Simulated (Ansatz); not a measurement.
Ansatz (an electronic-structure program) run on ZrOs (P4mm, 2 atoms in the cell): self-consistent single point.

Computed with PBEsol, default PAW files made with PBE (plane waves; Ansatz).

```
ZrOs
1.0
    3.28632     0.00000     0.00000
    0.00000     3.28632     0.00000
    0.00000     0.00000     3.28632
Zr Os
1 1
Direct
  0.50000   0.50000   0.51521
  0.00000   0.00000   0.00000
```

Reference input (self-consistent single point, DFT, PBEsol, plane waves, default PAW files made with PBE): basis.ecutwfc = 30.9 Ry; kpoints.mp_grid.grid = 10 10 10; hamiltonian.xc = pbesol; hamiltonian.pseudopotentials = {kind: paw} (the program's default PAW files); scf.occupations.method = gaussian; scf.occupations.width = 0.0073 Ry. This run's input differs from it in these lines:

Ansatz 0.2 input:
```diff
@@ -9,3 +9,3 @@
 basis:
-  ecutwfc: 30.9 Ry
+  ecutwfc: 61.7 Ry
 kpoints:
```

The program printed (abridged):

```
SCF iter   1: F=—  HF=-15380.716243 eV  |F-HF|=—  |Δ(HF+E_count)|=         —  Δρ=2.87e-3  dr2=7.75e-4  ethr=1.77e-3  ⟨swp⟩=4.0  Hψ=9175  notcnv=0
all-band conjugate gradients solve this SCF's bands
preconditioner: auto → none
SCF iter   2: F=—  HF=-15380.716952 eV  |F-HF|=—  |Δ(HF+E_count)|=   7.09e-4  Δρ=1.38e-3  dr2=1.44e-4  ethr=2.77e-6  ⟨swp⟩=3.0  Hψ=4994  notcnv=0
SCF iter   3: F=—  HF=-15380.716986 eV  |F-HF|=—  |Δ(HF+E_count)|=   3.44e-5  Δρ=2.06e-4  dr2=8.04e-6  ethr=5.16e-7  ⟨swp⟩=1.2  Hψ=2437  notcnv=0
SCF iter   4: F=—  HF=-15380.716982 eV  |F-HF|=—  |Δ(HF+E_count)|=   3.79e-6  Δρ=3.64e-5  dr2=6.98e-7  ethr=2.87e-8  ⟨swp⟩=2.0  Hψ=3510  notcnv=0
iter 5 did not close the SCF: its close was put off for the readings that it lacked (scf_convergence_deferred on its scf_iter line)
SCF iter   5: F=-15380.716982 eV  HF=-15380.716982 eV  |F-HF|=3.66e-10  |Δ(HF+E_count)|=   1.98e-7  Δρ=1.13e-5  dr2=1.66e-8  ethr=2.49e-9  ⟨swp⟩=2.2  Hψ=3498  notcnv=0
SCF iter   6: F=-15380.716982 eV  HF=-15380.716982 eV  |F-HF|=1.07e-10  |Δ(HF+E_count)|=   4.23e-9  Δρ=2.18e-6  dr2=7.42e-10  ethr=5.92e-11  ⟨swp⟩=2.2  Hψ=7355  notcnv=0
SCF 1 converged in 6 iterations: F = -15380.716982 eV  dr2 = 7.42e-10
Free energy (F): -15380.716982 eV
Internal energy: -15380.716199 eV  (E = F + TS)
E sigma→0 (E₀):  -15380.716591 eV
Entropy (-TS):   -0.000783 eV (-0.392 meV/atom)
Fermi energy:    19.222247 eV
--- Forces (eV/Å), atoms counted from 1 ---
  atom   1  Zr     0.00000000     0.00000000    -0.34557253
  atom   2  Os    -0.00000000     0.00000000     0.34556069
--- Stress (GPa, compression-positive) ---
       -7.616083       0.000000       0.000000
        0.000000      -7.616083       0.000000
        0.000000       0.000000      -7.660409
  P = ⅓ Tr σ = -7.6309 GPa (-76.309 kbar)
  The stress holds the Pulay correction. Without it, at fixed plane waves, as pw.x and ABINIT print it: P = -7.6325 GPa
```

The run converged in 6 iterations. Against the reference run the free energy drops by 1.4 meV/atom, the pressure moves little (-7.62 to -7.63 GPa) and the largest force stays at 0.346 eV/Å.

The starting cell comes from a database of computed structures (which also holds hypothetical and non-ambient phases and stackings), without a prior relaxation at this level. Its lattice was rescaled by up to half a per cent. One atom was moved a little off its site on purpose. Spin polarisation is off. Ansatz's pressure includes its estimate of the finite-basis (Pulay) stress.
